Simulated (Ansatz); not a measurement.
# CsCl-type KBr (model structure)

All values below come from r²SCAN (Ansatz, a first-principles code, PAW).

Settings: plane-wave cutoff 500 eV, 8×8×8 k mesh, gaussian smearing 0.02 eV, scalar-relativistic PAW data made under PBE.

Cell (relaxed at this level):

```
KBr
1.0
    3.97565     0.00000     0.00000
    0.00000     3.97565     0.00000
    0.00000     0.00000     3.97565
K Br
1 1
Direct
  0.00000   0.00000   0.00000
  0.50000   0.50000   0.50000
```

```yaml
band_gap: 4.77 eV (on the SCF k mesh)
```

Note: the relaxation could raise the start's symmetry but not lower it, so the cell can be a saddle point.

Spin–orbit coupling is not included.

The computed numbers hold no vibrational or temperature effects.

A model structure was made by putting elements into a prototype or built by hand; it is no filed structure, need not be a known phase, and can be a saddle point held by its symmetry.
